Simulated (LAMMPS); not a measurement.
One fault surface with several potentials: a slab of W (bcc) cut on the (-1-12) plane, one half shifted rigidly along [111] and [-110] of the cubic cell, atoms relaxed along the normal alone.

Potentials compared:
- EAM-type W_zhou.eam.alloy: classical force field (static), pair style eam/alloy, file W_zhou.eam.alloy (LAMMPS); Zhou et al, Acta Mater, 49, 4005 (2001)
- MEAM WL.meam: classical force field (static), pair style meam, file WL.meam (LAMMPS); Lee, Baskes, Kim, Cho. Phys. Rev. B, 64, 184102 (2001)
- SNAP W_2940_2017_2.snap: machine-learned potential (static), pair style snap, file W_2940_2017_2.snap (LAMMPS); Wood, M. A. and Thompson, A. P. "Quantum-Accurate Molecular Dynamics Potential for Tungsten" arXiv:1702.07042 [physics.comp-ph]

```csv
potential,largest along the first shift,largest on the surface
EAM-type W_zhou.eam.alloy,2000 mJ/m²,-
MEAM WL.meam,1840 mJ/m²,6680 mJ/m²
SNAP W_2940_2017_2.snap,1570 mJ/m²,3680 mJ/m²
```

Caution (row EAM-type W_zhou.eam.alloy): where the halves part fully, the energy levels off at that of two free surfaces and is no fault energy.
